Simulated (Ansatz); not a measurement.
Antifluorite Na₂S, relaxed in Ansatz (plane waves) with several semilocal functionals. Each gives its own volume and its own bulk modulus:

```json
[
 {"level": "LDA", "V0 (Å³/atom)": "21.681", "bulk modulus (GPa)": "33.56", "ln V0": "3.0764", "ln B0": "3.5133"},
 {"level": "PBEsol", "V0 (Å³/atom)": "22.903", "bulk modulus (GPa)": "29.48", "ln V0": "3.1313", "ln B0": "3.3837"},
 {"level": "PBE", "V0 (Å³/atom)": "23.614", "bulk modulus (GPa)": "28.10", "ln V0": "3.1618", "ln B0": "3.3358"}
]
```

Task: Fit a straight line to ln B0 against ln V0. What does it predict for r²SCAN, whose volume is 23.005 Å³/atom?

Result: With x = ln V0 and y = ln B0: means 3.12317 and 3.41093; Σ(Δx Δy) = -0.007911, Σ(Δx²) = 0.003746, so the slope is -2.11. At x = 3.1357 the line gives y = 3.41093 + (-2.11) × (3.1357 − 3.12317) = 3.3845, or 29.50 GPa. The run with r²SCAN gives 30.68 GPa, +4.0 % from the line. The rows used scatter about it by up to 1.0 %, while the largest value lies 19 % above the smallest. For comparison, PBE's own equation of state has B′ = 4.3, the slope −d ln B/d ln V at a fixed functional; the two needn't agree, since functionals also differ at one volume.

Ansatz's density-functional and Hartree–Fock values are scalar-relativistic unless marked +SOC, with PAW data made under PBE.

Ansatz is a first-principles code.
